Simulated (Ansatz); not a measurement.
Base system: ZnGeP₂ in the chalcopyrite structure (space group I-42d, No. 122).

```xyz
8
Lattice="-2.7121 2.7121 5.3547 2.7121 -2.7121 5.3547 2.7121 2.7121 -5.3547" Properties=species:S:1:pos:R:3 pbc="T T T"
Zn     0.0000     2.7121     2.6774
Zn     0.0000     0.0000     0.0000
Ge     2.7121     0.0000     2.6774
Ge     0.0000     0.0000     5.3547
P      1.3560     1.3651    -1.3387
P      1.3560     1.3470     4.0160
P      4.0591     1.3560     1.3387
P     -1.3470     1.3560     6.6934
```

All numbers come from DFT with PBEsol, PAW potentials and a 420 eV plane-wave cutoff in Ansatz (an electronic-structure program), scalar-relativistic without spin-orbit coupling.

Before the change:

- Volume per atom = 19.69 Å³

The change: a negative pressure, −2 GPa.

### Question
What does the calculation give for the volume per atom after the change?

### Answer
The volume per atom increases by 0.505 Å³ to 20.20 Å³.

Load acts through the strain it causes; cell and atoms are relaxed under it. Whether these cells are dynamically stable was not tested.
